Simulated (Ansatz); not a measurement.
Partial pair distribution functions of a relaxed model of amorphous Ni24Al24, broadened by 0.06 Å; density 5.39 g/cm³. All values below come from PBE, scalar-relativistic without spin-orbit coupling (plane waves to 420 eV, PAW; Ansatz, a program for electronic structure).

Preparation: random packing, a CHGNet melt and quench, and a DFT relaxation. The hot cell started wider than the set density and was brought back towards it in steps. It is the lowest in DFT energy of 2 quenches. It is a model cell: composition and starting density were chosen by hand, and all elements were melted together. No dispersion term was used. Its density started from a set value of 5.08 and ended at 5.39 g/cm³. The quench (nominally 230 K/ps over its main leg) was far faster than any real one, so the model tends to hold more defects than a real film. One small periodic cell is one sample of the glass; other quenches scatter about these values. The volume was free in the relaxation, at fixed shape. Stress components on the final sampling reach 2.4 GPa. On a 2×2×2 Γ-centred mesh force components of up to 0.18 eV/Å stay, since the relaxation ran on one k-point at (1/4, 1/4, 1/4).

```tsv
r (Å)	g Ni-Al	g Ni-Ni	g Al-Al
2.10	0.00	0.00	0.00
2.20	0.16	0.04	0.00
2.30	1.85	0.45	0.00
2.40	5.57	2.05	0.00
2.50	6.04	4.36	0.07
2.60	3.78	3.62	1.11
2.70	2.15	1.64	2.98
2.80	1.00	0.82	3.17
2.90	0.41	0.44	2.56
3.00	0.27	0.35	1.69
3.10	0.31	0.26	0.84
3.20	0.27	0.08	0.78
3.30	0.25	0.01	0.88
3.40	0.20	0.09	0.93
3.50	0.22	0.18	0.64
3.60	0.28	0.35	0.71
3.70	0.31	0.35	0.53
3.80	0.43	0.77	0.59
3.90	0.66	1.11	0.52
4.00	0.91	1.25	0.66
4.10	0.90	1.69	1.10
4.20	1.25	1.72	1.45
4.30	1.41	1.99	1.33
```

Within 2.96 Å each Ni has 6.33 Al neighbours on average.
